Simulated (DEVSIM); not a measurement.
Device: abrupt GaAs n-p junction, at 300 K.

```tsv
layer (left to right)	material	thickness (μm)	Nd (cm⁻³)	Na (cm⁻³)	τn (s)	τp (s)
1	GaAs	0.390	8.3e16	-	6.9e-8	6.9e-8
2	GaAs	22.0	-	4.1e17	6.9e-8	6.9e-8
```

Left contact: ohmic. Right contact: ohmic. Voltage is applied to the left contact. Recombination: SRH at mid-gap, radiative, Auger. Mobility is μmin + (μ − μmin)/(1 + (N/Nref)^α).

Constants are typed, rounded textbook-type inputs, not results; the design itself was drawn at random and stands for no fabricated device. Values at 300 K.

```csv
parameter,GaAs
gap (eV),1.424
affinity (eV),4.07
permittivity,12.9
Nc (cm⁻³),4.7e17
Nv (cm⁻³),9e18
μn (cm²/Vs),8500
μp (cm²/Vs),400
"μn,min",500
"μp,min",20
"Nref,n",6e16
"Nref,p",1.5e17
αn,0.39
αp,0.38
B (cm³/s),2e-10
Cn (cm⁶/s),1e-30
Cp (cm⁶/s),1e-30
```

Simulated with DEVSIM: 1D drift-diffusion, Boltzmann statistics, complete ionisation; no tunnelling, impact ionisation, image-force lowering or self-heating.

**Question.** Tabulate band edges, carrier densities and field at 2.0 V on the left contact.

**Answer.** Energies count from the Fermi level of the right contact; mesh points crowd at the junctions.

| x (μm) | Ec (eV) | Ev (eV) | n (cm⁻³) | p (cm⁻³) | field (V/cm) |
|---|---|---|---|---|---|
| 0.000 | -1.955 | -3.379 | 8.3e16 | < 1e2 | ≈ 0 |
| 0.02480 | -1.955 | -3.379 | 8.3e16 | < 1e2 | ≈ 0 |
| 0.07554 | -1.955 | -3.379 | 8.3e16 | < 1e2 | 16 |
| 0.1684 | -1.944 | -3.368 | 5.5e16 | < 1e2 | 6900 |
| 0.3085 | -0.881 | -2.305 | < 1e2 | < 1e2 | 160000 |
| 0.3602 | 0.082 | -1.342 | < 1e2 | < 1e2 | 220000 |
| 0.3884 | 0.739 | -0.685 | < 1e2 | 2.8e7 | 250000 |
| 0.4249 | 1.299 | -0.125 | < 1e2 | 7.2e16 | 52000 |
| 0.4886 | 1.344 | -0.080 | < 1e2 | 4.1e17 | ≈ 0 |
| 0.6319 | 1.344 | -0.080 | < 1e2 | 4.1e17 | ≈ 0 |
| 0.9196 | 1.344 | -0.080 | < 1e2 | 4.1e17 | ≈ 0 |
| 1.838 | 1.344 | -0.080 | < 1e2 | 4.1e17 | ≈ 0 |
| 3.429 | 1.344 | -0.080 | < 1e2 | 4.1e17 | ≈ 0 |
| 7.008 | 1.344 | -0.080 | < 1e2 | 4.1e17 | ≈ 0 |
| 15.37 | 1.344 | -0.080 | < 1e2 | 4.1e17 | ≈ 0 |
| 19.03 | 1.344 | -0.080 | < 1e2 | 4.1e17 | ≈ 0 |
| 20.85 | 1.344 | -0.080 | < 1e2 | 4.1e17 | ≈ 0 |
| 21.66 | 1.344 | -0.080 | < 1e2 | 4.1e17 | ≈ 0 |
| 22.13 | 1.344 | -0.080 | < 1e2 | 4.1e17 | ≈ 0 |
| 22.28 | 1.344 | -0.080 | < 1e2 | 4.1e17 | ≈ 0 |
| 22.35 | 1.344 | -0.080 | < 1e2 | 4.1e17 | ≈ 0 |
| 22.39 | 1.344 | -0.080 | < 1e2 | 4.1e17 | ≈ 0 |
